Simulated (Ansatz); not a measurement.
**Converging the k-point mesh: Yb (Fm-3m, 1 atom in the cell)**

```
CELL_PARAMETERS angstrom
      0.00000     2.75370     2.75370
      2.75370     0.00000     2.75370
      2.75370     2.75370     0.00000
ATOMIC_POSITIONS crystal
  Yb 0.00000 0.00000 0.00000
```

Method of the run: PBE (plane waves, PAW; Ansatz, a first-principles code).

Base settings: basis.ecutwfc = 30.9 Ry; kpoints.mp_grid.grid = 10 10 10; hamiltonian.xc = pbe; hamiltonian.pseudopotentials = {kind: paw} (the program's default PAW files); scf.occupations.method = fermi_dirac; scf.occupations.width = 0.0073 Ry.

The second cell is the first with its lattice scaled by 0.98.

Only quantities that move along the ladder and can be compared are tabulated.

The count of work is k-points × plane waves × bands × iterations; it is no time. 

The starting cell has typed, rounded lattice constants, without a prior relaxation at this level. Its lattice was rescaled by up to half a per cent. Spin polarisation is off. Ansatz's pressure includes its estimate of the finite-basis (Pulay) stress.

| kpoints.mp_grid.grid | free energy less the last step's (meV/atom) | energy of the compressed cell less the first (meV/atom) | pressure (GPa) | count of work / last |
|---|---|---|---|---|
| 2 2 2 | -50.90 | -100.06 | -6.40 | 0.0033 |
| 3 3 3 | 127.16 | -18.86 | -1.66 | 0.0038 |
| 4 4 4 | -34.26 | -26.95 | -2.05 | 0.010 |
| 5 5 5 | -16.55 | -28.44 | -2.21 | 0.0094 |
| 6 6 6 | 14.31 | -27.22 | -2.12 | 0.023 |
| 7 7 7 | -1.31 | -28.07 | -2.16 | 0.019 |
| 8 8 8 | -2.59 | -27.93 | -2.16 | 0.032 |
| 9 9 9 | 0.91 | -27.82 | -2.16 | 0.039 |
| 10 10 10 | 0.24 | -28.04 | -2.16 | 0.052 |
| 11 11 11 | -0.16 | -27.98 | -2.16 | 0.053 |
| 12 12 12 | -0.07 | -27.90 | -2.16 | 0.079 |
| 13 13 13 | 0.03 | -27.96 | -2.16 | 0.079 |
| 15 15 15 | -0.03 | -27.94 | -2.16 | 0.11 |
| 18 18 18 | -0.01 | -27.95 | -2.16 | 0.18 |
| 20 20 20 | 0.00 | -27.94 | -2.16 | 0.24 |
| 22 22 22 | 0.00 | -27.94 | -2.16 | 0.31 |
| 25 25 25 | 0.00 | -27.94 | -2.16 | 0.43 |
| 27 27 27 | 0.00 | -27.94 | -2.16 | 0.53 |
| 30 30 30 | 0.00 | -27.94 | -2.16 | 0.71 |
| 34 34 34 | 0.00 | -27.94 | -2.16 | 1.0 |

Coarsest kpoints.mp_grid.grid that holds the free energy within 5 meV/atom of the last step, with all finer ones: 7 7 7, at 0.019 of the last step's count of work; the step before is off by 14 meV/atom.

Coarsest kpoints.mp_grid.grid that holds the energy of the compressed cell less the first within 2 meV/atom of the last step, with all finer ones: 4 4 4, at 0.010 of the last step's count of work; the step before is off by 9.1 meV/atom.

Coarsest kpoints.mp_grid.grid that holds the pressure within 0.1 GPa of the last step, with all finer ones: 5 5 5, at 0.0094 of the last step's count of work; the step before is off by 0.11 GPa.

The energy difference between the two cells stays within 1 meV/atom of the last step's from 4 4 4 on, the total only from 9 9 9 on: much of the error is common to both cells and cancels.

Keys are those of Ansatz 0.2.
